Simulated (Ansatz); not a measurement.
C on the 1x1 (0001) surface of hcp Ti, one in a 1x1 cell, started at the site 'bridge Ti-Ti (span 2.9 Å)'

Calculation: PBE (plane waves to 420 eV, PAW; Ansatz, a first-principles code).

Slab: 5 atoms, 6.8 Å thick at the start under the adsorbate (thin: gaps and levels are the slab's own); k 12x12x1, smearing 0.1 eV, dipole-corrected; 2 atoms held, the rest relaxed; held to the start's symmetry, so lower structures may exist; no spin, no spin-orbit, no U, no dispersion correction. At the end it is bonded to 3 Ti. In PBE it is, or lies within 0.03 eV of, the lowest of the starts that converged.

```
Quantity                                                                                                                                                                         Result
------------------------------------------------------------------------------------------------  -------------------------------------------------------------------------------------
energy of the end state, in which the adsorbate rearranged the host, against an atom of graphite                                                                                1.45 eV
work function of the top face                                                                                                                                                   6.59 eV
change of the work function                                                                                                                                                     2.20 eV
change of the step from the bottom to the top vacuum level, against the clean slab                                                                                              2.19 eV
energy released by relaxation                                                                                                                                                   2.24 eV
height of the binding atom over the mean of the host atoms within 0.3 Å of the top one                                                                                       1.559 bohr
largest move of a host atom                                                                                                                                                      1.73 Å
caution                                                                                           the host itself rearranges in this cell, so the energy holds part of a reconstruction
note                                                                                                                    in the relaxation the adsorbate left its starting site by 0.8 Å
cost                                                                                                                                              about 3 core-minutes (a rough figure)
```

A negative adsorption energy means that the adsorbate is more stable on the surface than in its reference.
